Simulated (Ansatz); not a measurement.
Consider SiO2 (space group P3_221, No. 154).

```xyz
9
Lattice="4.9204 0.0000 0.0000 -2.4602 4.2612 0.0000 0.0000 0.0000 5.4163" Properties=species:S:1:pos:R:3 pbc="T T T"
Si    -1.1537     1.9982     1.8054
Si     1.3065     2.2630     0.0000
Si     2.3073     0.0000     3.6108
O     -1.0894     3.1144     2.9727
O      0.3078     1.7605     1.1672
O      0.7817     3.6474     4.7781
O      3.2418     0.6137     2.4436
O      1.3708     1.1468     4.2490
O      2.7679     2.5007     0.6382
```

The values are results of r2SCAN in Ansatz (plane waves to 500 eV, PAW, scalar-relativistic without spin-orbit coupling), earlier PAW set, not measurements.

One change was made to it. Results:

| quantity | base | after |
|---|---|---|
| gap character | indirect, K → Γ | indirect, M → Γ |
| band gap | 6.60 eV | 7.84 eV |
| lattice parameter a | 4.920 Å | 4.292 Å |

Task: Name the change that was made.
A) pressure −2 GPa
B) pressure 2.1 GPa
C) pressure 4.5 GPa
D) pressure 9 GPa
E) pressure 30 GPa

Result: E, pressure 30 GPa. For comparison, the band gap in the other runs: pressure 9 GPa gives 7.21 eV; pressure 4.5 GPa gives 6.95 eV; pressure −2 GPa gives 6.38 eV; pressure 2.1 GPa gives 6.78 eV.

Load acts through the strain it causes; cell and atoms are relaxed under it. No phonon test of stability was made. No other phases were tried under pressure.

Ansatz is a program for electronic structure.
